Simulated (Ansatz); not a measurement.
We consider GaO (model structure, started from the beta GaS type, P6₃/mmc, No. 194, 8 atoms in the cell), described by r²SCAN (PAW; Ansatz, a quantum-chemistry and plane-wave program).

Settings: plane-wave cutoff 560 eV, 12×12×4 k mesh (along the axes of the cell as run), Fermi–Dirac smearing 0.01 eV, scalar-relativistic PAW data made under PBE.

Cell (relaxed at this level):

```cif
data_Ga4O4
_chemical_formula_sum 'Ga4 O4'
_space_group_name_H-M_alt 'P 1'
_space_group_IT_number 1
_cell_length_a 3.07761
_cell_length_b 3.07761
_cell_length_c 12.68318
_cell_angle_alpha 90.000
_cell_angle_beta 90.000
_cell_angle_gamma 120.000
loop_
_space_group_symop_operation_xyz
  'x, y, z'
loop_
_atom_site_label
_atom_site_type_symbol
_atom_site_fract_x
_atom_site_fract_y
_atom_site_fract_z
_atom_site_occupancy
Ga1 Ga 0.33333 0.66667 0.15224 1
Ga2 Ga 0.66667 0.33333 0.65224 1
Ga3 Ga 0.66667 0.33333 0.84776 1
Ga4 Ga 0.33333 0.66667 0.34776 1
O1 O 0.33333 0.66667 0.59723 1
O2 O 0.66667 0.33333 0.09723 1
O3 O 0.66667 0.33333 0.40277 1
O4 O 0.33333 0.66667 0.90277 1
```

Task: Estimate the band gap and smallest direct gap on the k points sampled that the calculation returns.

Result: 
- band gap: 1.59 eV
- smallest direct gap on the k points sampled: 1.59 eV

Note: the relaxation could raise the start's symmetry but not lower it, so the cell can be a saddle point.

Spin–orbit coupling is not included.

Computed values are for the static lattice.

Cost on a shared machine: roughly 70 core-seconds.

A model structure was made by putting elements into a prototype or built by hand; it is no filed structure, need not be a known phase, and can be a saddle point held by its symmetry.
